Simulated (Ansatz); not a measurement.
Worked example: relaxation of the atoms of As (R-3m, 2 atoms in the cell) in Ansatz (an electronic-structure program).

Computed with PBE (plane waves, PAW; Ansatz).

The change in words: one atom moved by 0.15 angstrom; relax: default → atoms; relax.f_tol: default → 0.05 eV/Å. Reference geometry:
```
CELL_PARAMETERS angstrom
      3.69877    -1.88940     0.00000
      3.69877     1.88940     0.00000
      2.73362     0.00000     3.12698
ATOMIC_POSITIONS crystal
  As 0.22700 0.22700 0.22700
  As 0.77300 0.77300 0.77300
```

Reference input (self-consistent single point, DFT, PBE, plane waves, default PAW files): basis.ecutwfc = 30.9 Ry; kpoints.mp_grid.grid = 11 11 11; hamiltonian.xc = pbe; hamiltonian.pseudopotentials = {kind: paw} (the program's default PAW files); scf.occupations.method = fermi_dirac; scf.occupations.width = 0.0073 Ry. This run's input differs from it in these lines:

```diff
@@ -6,3 +6,3 @@
   atoms:
-    - { symbol: As, position: [0.227000, 0.227000, 0.227000] }
+    - { symbol: As, position: [0.241147, 0.241147, 0.241147] }
     - { symbol: As, position: [0.773000, 0.773000, 0.773000] }
@@ -17,2 +17,4 @@
   occupations: { method: fermi_dirac, width: 0.0073 Ry }
+relax:
+  f_tol: 0.05
 output:
```

The program printed (abridged):

```
   [... SCF lines of the steps left out ...]
relax step   1: F+E_penalty+E_count = -9712.20927093 eV  Δ(F+E_penalty+E_count) = +0.000e0 eV  max|allowed force component| = 8.284e-1 eV/Å  Δτ_max = 0.0000 Å  (6 SCF iters, dr2 threshold 6.25e-5 eV, accepted)
relax step   2: F+E_penalty+E_count = -9712.25488787 eV  Δ(F+E_penalty+E_count) = -4.562e-2 eV  max|allowed force component| = 5.202e-1 eV/Å  Δτ_max = 0.0978 Å  (6 SCF iters, dr2 threshold 4.29e-5 eV, accepted)
relax step   3: F+E_penalty+E_count = -9712.27163117 eV  Δ(F+E_penalty+E_count) = -1.674e-2 eV  max|allowed force component| = 3.343e-2 eV/Å  Δτ_max = 0.0293 Å  (5 SCF iters, dr2 threshold 1.69e-5 eV, accepted)
relax step   4: F+E_penalty+E_count = -9712.27163135 eV  Δ(F+E_penalty+E_count) = -1.855e-7 eV  max|allowed force component| = 3.304e-2 eV/Å  Δτ_max = 0.0000 Å  (3 SCF iters, accepted)
the relaxation is at rest under the 12 symmetry operations that the run kept from its start: a minimum is not shown …
Stability not checked: this state was not tested for a lower state beside it, because too few of the mixer's solves of this state at the end of the SCF gave a …
Free energy (F): -9712.271631 eV
Internal energy: -9712.265314 eV  (E = F + TS)
E sigma→0 (E₀):  -9712.268473 eV
Entropy (-TS):   -0.006317 eV (-3.159 meV/atom)
Fermi energy:    10.591903 eV
--- Forces (eV/Å), atoms counted from 1 ---
  atom   1  As     0.03304238    -0.00000000     0.01019853
   [... lines left out ...]
--- Relaxed structure (4 steps of the walk, 4 accepted, 0 SCFs on fresh bases) ---
  F+E_penalty+E_count = -9712.27163135 eV   max|allowed force component| = 3.304e-2 eV/Å
  atoms:
    - { symbol: As, position: [0.2346903770086073, 0.2346903770086073, 0.23469037700860731] }
    - { symbol: As, position: [0.7794566229913925, 0.7794566229913925, 0.7794566229913926] }
```

The run converged.  The full log also holds: “iter 5 did not close the SCF: its close was put off for the readings that it lacked (scf_convergence_deferred on its scf_iter line)”.

Summary of the result:
```
Quantity                                                 Value
-----------------------------------------------  -------------
Free energy E − TS (on the zero of these files)  -9712.2716 eV
Fermi level (on the code's own zero)                  10.59 eV
Pressure                                              1.73 GPa
Largest force (vector length)                       0.035 eV/Å
Relaxation steps                                             4
```

The starting cell has typed, rounded lattice constants, without a prior relaxation at this level. Its lattice was rescaled by up to half a per cent. For this run, on top of that: one atom moved by 0.15 angstrom. The relaxation keeps the symmetry of its start, so its end need not be a minimum. Ansatz's pressure includes its estimate of the finite-basis (Pulay) stress.

Keys are those of Ansatz 0.2.
